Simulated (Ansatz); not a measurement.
**K2Te: tensor shear ε_xy = +2.00 %**

Base system: K$_{2}$Te in the anti-fluorite structure (space group Fm-3m, No. 225; a = 8.0909 Å). Axes: x, y, z lie along the cube axes.

Now apply this change: tensor shear ε_xy = +2.00 % (engineering shear γ = 0.0400); the atoms relax in the strained cell.

Computed with PBEsol (Ansatz, a quantum-chemistry and plane-wave program, PAW, without spin-orbit coupling). Γ-centred 7×7×7 mesh, Fermi–Dirac width 0.05 eV.

```json
[
 {"quantity": "volume per atom", "base": "44.14 Å³", "changed": "44.12 Å³", "shift": "-0.02 Å³"},
 {"quantity": "space group", "base": "Fm-3m (No. 225)", "changed": "Immm (No. 71)", "shift": "–"},
 {"quantity": "energy relative to the base (free energy F)", "base": "0 meV/atom", "changed": "+1.5 meV/atom", "shift": "+1.5 meV/atom"},
 {"quantity": "pressure (mean of the normal stresses, compression positive)", "base": "0.01 GPa", "changed": "0.01 GPa", "shift": "+0.006 GPa"},
 {"quantity": "band gap", "base": "2.16 eV", "changed": "2.12 eV", "shift": "-0.04 eV"},
 {"quantity": "gap character", "base": "–", "changed": "indirect, Y₀ → Γ", "shift": "–"},
 {"quantity": "smallest direct gap", "base": "2.23 eV", "changed": "2.18 eV", "shift": "-0.045 eV"},
 {"quantity": "electron mass", "base": "0.29 mₑ (at Γ)", "changed": "0.29 mₑ (at Γ)", "shift": "–"},
 {"quantity": "largest internal atomic displacement", "base": "–", "changed": "0.031 Å", "shift": "–"},
 {"quantity": "stress (xx, yy, zz, yz, xz, xy; compression positive)", "base": "–", "changed": "(0.01, 0.01, 0.02, 0.00, 0.00, -0.28) GPa", "shift": "–"}
]
```

Cost of the whole job for the changed cell (relaxation, final SCF and bands): around 40 core-seconds (rough).

Spin-orbit coupling, missing from the scalar runs, can matter with Te. Effective masses come from finite differences of ±0.01 Å⁻¹. Stability against distortions was not tested. k-point labels follow each cell's own Brillouin zone.
